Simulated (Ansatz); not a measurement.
# Ge (model structure, started from the beta-W type, Pm-3n, No. 223, 8 atoms in the cell): properties by level of theory

```tsv
level (code)	lattice constant a (Å)	cohesive energy (eV/atom)
LDA (Ansatz)	5.280	4.22
PBEsol (Ansatz)	5.319	3.82
PBE-D3(BJ) (Ansatz)	5.334	3.69
r²SCAN (Ansatz)	5.364	3.24
```

Caveats: a distance lies near a switch of the dispersion term, which can move the cell (PBE-D3(BJ)). Ansatz's density-functional and Hartree–Fock values are scalar-relativistic unless marked +SOC, with PAW data made under PBE.

Static lattice: no zero-point or thermal effects.

A model structure was made by putting elements into a prototype or built by hand; it is no filed structure, need not be a known phase, and can be a saddle point held by its symmetry.

Ansatz is a program for electronic structure.
